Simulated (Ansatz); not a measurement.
**TiPt$_{3}$ (space group P6_3/mmc, No. 194; a cell from a computed database, its experimental status unchecked)**

```yaml
crystal:
  lattice:
    - [5.51964, 0.00000, 0.00000]
    - [-2.75982, 4.78015, 0.00000]
    - [0.00000, 0.00000, 8.99059]
  atoms:
    - { symbol: Ti, position: [0.00000, 0.00000, 0.00000] }
    - { symbol: Ti, position: [0.00000, 0.00000, 0.50000] }
    - { symbol: Ti, position: [0.66667, 0.33333, 0.75000] }
    - { symbol: Ti, position: [0.33333, 0.66667, 0.25000] }
    - { symbol: Pt, position: [0.50000, 0.00000, 0.00000] }
    - { symbol: Pt, position: [0.50000, 0.50000, 0.50000] }
    - { symbol: Pt, position: [0.00000, 0.50000, 0.00000] }
    - { symbol: Pt, position: [0.50000, 0.00000, 0.50000] }
    - { symbol: Pt, position: [0.50000, 0.50000, 0.00000] }
    - { symbol: Pt, position: [0.00000, 0.50000, 0.50000] }
    - { symbol: Pt, position: [0.66614, 0.83307, 0.75000] }
    - { symbol: Pt, position: [0.33386, 0.16693, 0.25000] }
    - { symbol: Pt, position: [0.83307, 0.66614, 0.25000] }
    - { symbol: Pt, position: [0.16693, 0.33386, 0.75000] }
    - { symbol: Pt, position: [0.16693, 0.83307, 0.75000] }
    - { symbol: Pt, position: [0.83307, 0.16693, 0.25000] }
```

Level of theory: PBEsol/PAW in Ansatz (an electronic-structure program), spin-orbit coupling left out. k-mesh 8×8×4 (Γ-centred); smearing 0.05 eV (Fermi–Dirac).

```json
{
  "volume_per_atom": "14.83 Å³",
  "density": "17.73 g/cm³",
  "band_gap": "zero",
  "total_energy": "-9907.225 eV/atom (σ→0; compares only within this code and set-up)"
}
```

Spin-orbit coupling, missing from the scalar runs, can matter with Pt. Whether these cells are dynamically stable was not tested. All final runs are without spin polarisation.
